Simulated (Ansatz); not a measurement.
Structure of amorphous Zr₂₀O₄₁Be (periodic cell):

```xyz
62
Lattice="9.0881 -0.0154 -0.1566 -0.0154 9.2532 0.4156 -0.1566 0.4156 9.4026" Properties=species:S:1:pos:R:3 pbc="T T T"
Zr     2.4101     1.9600     6.7304
Zr     4.0089     4.6661     7.4010
Zr     7.3531     6.3393     8.4275
Zr     0.8760     3.7564     9.2360
Zr     7.3479     2.2087     1.8056
Zr     4.2049     1.9305     0.6181
Zr     5.6677     6.7619     4.7209
Zr     7.3750     9.0347     6.6711
Zr     4.8504     5.3229     0.9463
Zr     1.1121     0.0967     0.6342
Zr     4.0533     0.2139     4.1331
Zr     6.5720     8.2372     1.5887
Zr     8.3351     5.4255     2.8734
Zr     0.3057     8.4065     4.4021
Zr     0.9194     5.8178     6.5474
Zr     7.9729     2.8547     5.1896
Zr     3.2093     8.1902     8.6983
Zr     1.8201     2.4794     3.4988
Zr     2.5882     6.2689     3.0668
Zr     4.9087     3.6321     3.8224
O      0.8284     5.4406     1.7676
O      6.3932     2.2174     3.8004
O      1.5128     2.0973     1.4337
O      2.8026     4.2268     3.4187
O      7.2394     1.7313     6.6402
O      1.9387     0.4563     4.0655
O      7.5107     8.3247     8.6815
O      8.7986     3.2662     3.0758
O      2.9889     6.3083     1.0090
O      5.0275     7.7743     9.6002
O      0.1190     7.7752     6.3710
O      2.9641     6.4645     7.5549
O      3.1146     9.3526     7.0838
O      7.1075     6.0234     1.2404
O      6.0184     0.9979     0.6860
O      4.0314     2.6255     7.8564
O      5.6114     5.2101     8.5505
O      5.2844     8.4834     3.0640
O      1.1957     8.1724     9.2526
O      3.3924     3.8653     0.2562
O      0.9582     1.9041     8.3377
O      3.1972     0.1875     0.2503
O      0.9461     2.5769     5.3826
O      8.3088     0.6077     4.5419
O      3.5498     7.3901     4.5783
O      7.5761     7.3082     3.5032
O      0.8547     6.1126     4.4300
O      6.6942     6.8035     6.5814
O      3.6506     2.2900     5.0433
O      6.8399     4.7380     4.1760
O      0.3468     5.8328     8.6714
O      1.4140     8.0001     2.6029
O      8.3313     0.2890     1.5364
O      3.8308     1.7552     2.6641
O      5.6224     8.8032     5.6431
O      1.9892     4.1119     7.2352
O      8.2273     3.2262     0.3020
O      4.6884     4.9439     5.5340
O      4.7681     5.7415     2.9575
O      5.6086     3.4740     1.6848
O      8.5009     4.5573     6.3768
Be     1.3442     6.2484     0.4868
```

The numbers are results of PBE, scalar-relativistic without spin-orbit coupling (plane waves to 420 eV, PAW; Ansatz, a program for electronic structure), not measurements.

The cell was made by melting and quenching with the CHGNet potential and then relaxed with DFT. O atoms were pushed apart under 1.9 Å during the dynamics, to hinder bonds among them. The hot cell started wider than the set density and was brought back towards it in steps. It is the lowest in DFT energy of 2 quenches. It is a model cell: composition and starting density were chosen by hand, and all elements were melted together. No dispersion term was used. Its density started from a set value of 5.24 and ended at 5.24 g/cm³. The quench (nominally 380 K/ps over its main leg) was far faster than any real one, so the model tends to hold more defects than a real film. One small periodic cell is one sample of the glass; other quenches scatter about these values. The volume was held where the preparation left it and the shape relaxed, at a PBE pressure of -1.2 GPa (tension). Stress components on the final sampling reach 1.3 GPa. On a 2×2×2 Γ-centred mesh force components of up to 0.15 eV/Å stay, since the relaxation ran on the zone centre alone.

Neighbours within Zr-Zr 3.41 Å, Zr-O 2.58 Å, Zr-Be 2.76 Å, O-O 1.58 Å, O-Be 1.94 Å, Be-Be 2.11 Å count as bonded. Two cations that share two anions don't count as bonded, nor two that share one unless they lie closer than Zr-Zr 3.32 Å, Zr-Be 2.69 Å, Be-Be 2.05 Å.

### Question
Give the coordination numbers, mean bond lengths and angles.

### Answer

```yaml
Mean coordination of Zr by anions: 6.40 (1 with 5, 12 with 6, 5 with 7, 2 with 8)
Mean coordination of O: 3.22 (4 with 2, 24 with 3, 13 with 4)
Mean coordination of Be by anions: 4.00 (1 with 4)
Mean Zr-O bond: 2.169 Å (spread 0.122 Å, 128 counted)
Mean O-Be bond: 1.665 Å (spread 0.050 Å, 4 counted)
Bond angle at Zr: mean 102.2°, spread 29.6°
Bond angle at O: mean 112.5°, spread 17.5°
Bond angle at Be: mean 110.8°, spread 19.4°
```

### Question
List the pairs of like atoms that count as bonded by the rules above.

### Answer
There are none by these rules.
